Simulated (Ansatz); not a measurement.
Take Mg in the hcp (Mg type) structure (space group P6_3/mmc, No. 194; a = 3.195 Å, c = 5.197 Å; relaxed with 0.1 eV smearing) as the base. Axes: x lies along a and z along c of the hexagonal cell.

Computed with plane-wave PAW DFT at the PBE level (Ansatz, a quantum-chemistry and plane-wave program, 420 eV), without spin-orbit coupling.

For the base:

The volume per atom is 22.97 Å³.

Perturbation: biaxial strain −1.00 %, plane normal [001], relaxed out of plane (Cartesian); in-plane vectors clamped, the third vector and the atoms free.

Problem. How does this affect the in-plane stress?

Solution. The mean in-plane stress (compression positive) is +0.8 GPa.

Problem. Estimate the effect on the volume per atom.

Solution. The volume per atom shrinks by 0.328 Å³ (22.97 Å³ → 22.65 Å³).

Stability against distortions was not tested.
